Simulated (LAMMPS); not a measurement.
Pressure dependence of Ta (bcc) at 1970 K, from the crystal.

Model: classical MD, pair style eam/alloy, file CuTa.eam.alloy, run in LAMMPS.

```
P (GPa)                                state                    volume       coordination number
-------  -----------------------------------  ------------------------  ------------------------
0        crystal; no diffusion seen in 30 ps  18.5234 ± 0.0008 Å³/atom  14.0 (counted to 4.02 Å)
2        crystal; no diffusion seen in 30 ps  18.3090 ± 0.0004 Å³/atom  14.0 (counted to 3.98 Å)
5        crystal; no diffusion seen in 30 ps  18.0110 ± 0.0009 Å³/atom  14.0 (counted to 3.98 Å)
```

Caution (rows 2; 5): a run this short can hold a crystal over, or a liquid under, the potential's own melting point, which these runs don't give.

Estimate the isothermal bulk modulus at zero pressure. A parabola P(ln V) through the three points gives −dP/d ln V = 170 GPa at zero pressure.

States go by the mean squared displacement: a species diffuses where it passes 1.5 Å², still rises and gives D over 1e-6 cm²/s; a crystal has left its structure where atoms lie 0.35 Å off their sites on average or a cubic box changes its shape by 3 %, or the axial ratios of another lie 8 % off the starting cell's, which the potential's own relaxation can also do.

The ± values are statistical; the model's systematic error is not in them.
